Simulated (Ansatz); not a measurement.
Stishovite (SiO2), treated with PBE-D4 (plane waves, PAW; Ansatz, an electronic-structure program).

Run with plane-wave cutoff 520 eV, 8×8×12 k mesh (along the axes of the cell as run), Fermi–Dirac smearing 0.01 eV, scalar-relativistic PAW data made under PBE.

Equation-of-state points:

```json
[
 {"V (Å³/atom)": "7.585", "E − E_lowest (meV/atom)": "11.98", "P (GPa)": "12.67"},
 {"V (Å³/atom)": "7.743", "E − E_lowest (meV/atom)": "2.87", "P (GPa)": "5.94"},
 {"V (Å³/atom)": "7.901", "E − E_lowest (meV/atom)": "0.00", "P (GPa)": "-0.01"},
 {"V (Å³/atom)": "8.059", "E − E_lowest (meV/atom)": "2.64", "P (GPa)": "-5.23"},
 {"V (Å³/atom)": "8.217", "E − E_lowest (meV/atom)": "10.09", "P (GPa)": "-9.77"}
]
```

**Question.** Estimate the bulk modulus and its pressure derivative from these points.

**Answer.** V0 = 7.901 Å³/atom, B0 = 278 GPa, B′ = 5.5 (fit to the energies at full precision).

Shape and atoms are relaxed at each volume.

Measured, for comparison: bulk modulus 310 ± 1 GPa (300 K, not corrected to a static lattice; as tabulated in arXiv:1001.2066). Computed (rounded) less measured: bulk modulus -10 %.

Note: the bulk modulus comes from volumes at which shape and atoms were relaxed.

Static lattice: no zero-point or thermal effects.
